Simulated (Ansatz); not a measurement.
Base system: InAgTe$_{2}$ in the chalcopyrite structure (space group I-42d, No. 122).

```
CELL_PARAMETERS angstrom
     -3.21597     3.21597     6.38292
      3.21597    -3.21597     6.38292
      3.21597     3.21597    -6.38292
ATOMIC_POSITIONS crystal
  In 0.50000 0.50000 0.00000
  In 0.25000 0.75000 0.50000
  Te 0.37500 0.36624 0.49124
  Te 0.63376 0.12500 0.00876
  Te 0.87500 0.88376 0.50876
  Te 0.11624 0.62500 0.99124
  Ag 0.00000 0.00000 0.00000
  Ag 0.75000 0.25000 0.50000
```

Computed with Kohn–Sham DFT with the PBEsol functional, run in Ansatz (a first-principles code) with PAW and 420 eV plane waves, no SOC.

Strains are applied to the cell and any free atomic positions relax.

One change was made to it. Results:

```csv
quantity,base,after
"valence-band top at Γ (three highest levels, from the VBM)","0.00, -0.07, -0.07 eV","0.00, -0.07, -0.07 eV"
mean gap deformation potential ΔEg/Δln V,–,-2.4 eV
"pressure (mean of the normal stresses, compression positive)",0.00 GPa,2.26 GPa
"valley order (the lowest conduction-band minima on the path, energy above the VBM, named in the base's zone)","Γ 0.08 eV; X (0, 0, 1/2) 0.86 eV; M (1/2, 1/2, 1/2) 1.47 eV","Γ 0.18 eV; X (0, 0, 1/2) 0.90 eV; M (1/2, 1/2, 1/2) 1.48 eV"
```

**Question.** Name the change that was made.
(A) isotropic strain −0.75 %
(B) isotropic strain −1.50 %
(C) isotropic strain −3.00 %

**Answer.** B, isotropic strain −1.50 %. For comparison, the valley order in the other runs: isotropic strain −3.00 % gives Γ 0.30 eV; X (0, 0, 1/2) 0.94 eV; M (1/2, 1/2, 1/2) 1.48 eV; isotropic strain −0.75 % gives Γ 0.13 eV; X (0, 0, 1/2) 0.88 eV; M (1/2, 1/2, 1/2) 1.48 eV.

Spin-orbit coupling, missing from the scalar runs, can matter with Te. Stability against distortions was not tested. A zero or small gap of InAgTe2 can be the functional's error rather than a property of the material.
